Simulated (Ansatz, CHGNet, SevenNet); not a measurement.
## How the equilibrium lattice constant a of GeSb₄Te₇ (P-3m1, No. 164, 12 atoms in the cell; start mp-29641) moves with the method

No measured value is used here.

```tsv
level (code)	value (Å)
CHGNet 0.3.0	4.282
SevenNet-0	4.311
SevenNet-l3i5	4.319
LDA (Ansatz)	…
PBE (Ansatz)	4.321
PBE-D3(BJ) (Ansatz)	4.259
r²SCAN+rVV10 (Ansatz)	…
```

Task: Complete the blanks.

Result: 
- LDA (Ansatz, an electronic-structure program), value (Å): 4.230
- r²SCAN+rVV10 (Ansatz), value (Å): 4.271

CHGNet 0.3.0: the cell has another shape than the first-principles one, perhaps another minimum in the same group. CHGNet 0.3.0, SevenNet-0, SevenNet-l3i5, LDA, PBE, PBE-D3(BJ): the relaxation could not lower the start's symmetry, so the cell can be a saddle point above a distorted one. PBE-D3(BJ): a distance lies near a switch of the dispersion term, which can move the cell. Cutoffs differ between the levels. Ansatz's density-functional and Hartree–Fock values are scalar-relativistic unless marked +SOC, with PAW data made under PBE.

Machine-learned potentials (CHGNet 0.3.0, SevenNet-0, SevenNet-l3i5) are trained on DFT data: a solid inside that data is no test of them.

A start named mp-… is a Materials Project structure, which need not be a measured phase.
